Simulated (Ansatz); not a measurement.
# A computed series for hypothetical R-3m LuAgSe2: response to strain

The reference is LuAgSe₂ (space group R-3m, No. 166; a = 4.035 Å, c = 18.981 Å (hexagonal axes); a hypothetical phase, not in the database extracts checked). Axes: x lies along a and z along c of the hexagonal cell.

Strains are applied to the cell and any free atomic positions relax; under biaxial strain the out-of-plane vector relaxes too.

Method: Ansatz (a first-principles code) PBEsol, no spin-orbit coupling.

Notes on the quantities. pressure: mean of the normal stresses, compression positive; energy relative to the base: free energy F.

```csv
variant,band gap,smallest direct gap,pressure,gap character,energy relative to the base
base,1.49 eV,1.94 eV,0.00 GPa,"indirect, T → F",0 meV/atom
"biaxial strain −0.85 %, plane normal [001], relaxed out of plane",1.37 eV,1.98 eV,0.60 GPa,"indirect, T → F",+1.1 meV/atom
isotropic strain −3.89 %,1.08 eV,1.65 eV,11.46 GPa,"indirect, T → F",+80 meV/atom
isotropic strain −0.87 %,?,?,?,"indirect, T → F",?
isotropic strain +4.27 %,1.18 eV,1.62 eV,-6.60 GPa,"indirect, Γ–S₀ (31 % along) → Γ",+70 meV/atom
uniaxial strain ε_yy = −4.25 %,1.06 eV,1.77 eV,3.73 GPa,"indirect, A → L₂",+17 meV/atom
uniaxial strain ε_yy = −0.13 %,1.48 eV,1.94 eV,0.10 GPa,"indirect, A → L₂",0.0 meV/atom
tensor shear ε_yz = −0.14 %,1.48 eV,1.93 eV,0.00 GPa,"indirect, A → L₂",0.0 meV/atom
tensor shear ε_xy = +1.45 %,1.34 eV,1.85 eV,0.04 GPa,"indirect, X → V",+2.1 meV/atom
tensor shear ε_xy = +2.22 %,1.26 eV,1.79 eV,0.10 GPa,"indirect, Y → T",+4.9 meV/atom
```

Problem. Complete the table.

Solution. 
- isotropic strain −0.87 %, band gap: 1.40 eV
- isotropic strain −0.87 %, smallest direct gap: 1.88 eV
- isotropic strain −0.87 %, pressure: 2.02 GPa
- isotropic strain −0.87 %, energy relative to the base: +3.5 meV/atom

No phonon test of stability was made. Labels are those of the standard path for the cell's own space group.
